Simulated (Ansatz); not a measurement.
## Nb3Si (Pm-3n, No. 223, 8 atoms in the cell; start mp-10229)

Calculation: PBEsol (Ansatz, an electronic-structure program, plane waves, PAW).

Numerical settings: plane-wave cutoff 500 eV, 8×8×8 k mesh, Fermi–Dirac smearing 0.05 eV, no spin polarisation, scalar-relativistic PAW data made under PBE.

Cell (relaxed at this level):

```cif
data_Nb6Si2
_chemical_formula_sum 'Nb6 Si2'
_space_group_name_H-M_alt 'P 1'
_space_group_IT_number 1
_cell_length_a 5.06143
_cell_length_b 5.06143
_cell_length_c 5.06143
_cell_angle_alpha 90.000
_cell_angle_beta 90.000
_cell_angle_gamma 90.000
loop_
_space_group_symop_operation_xyz
  'x, y, z'
loop_
_atom_site_label
_atom_site_type_symbol
_atom_site_fract_x
_atom_site_fract_y
_atom_site_fract_z
_atom_site_occupancy
Nb1 Nb 0.00000 0.50000 0.75000 1
Nb2 Nb 0.00000 0.50000 0.25000 1
Nb3 Nb 0.75000 0.00000 0.50000 1
Nb4 Nb 0.25000 0.00000 0.50000 1
Nb5 Nb 0.50000 0.75000 0.00000 1
Nb6 Nb 0.50000 0.25000 0.00000 1
Si1 Si 0.50000 0.50000 0.50000 1
Si2 Si 0.00000 0.00000 0.00000 1
```

- band gap: none

Note: the relaxation could not lower the start's symmetry, so the cell can be a saddle point above a distorted one.

Spin–orbit coupling is not included.

The computed numbers hold no vibrational or temperature effects.

A start named mp-… is a Materials Project structure, which need not be a measured phase.
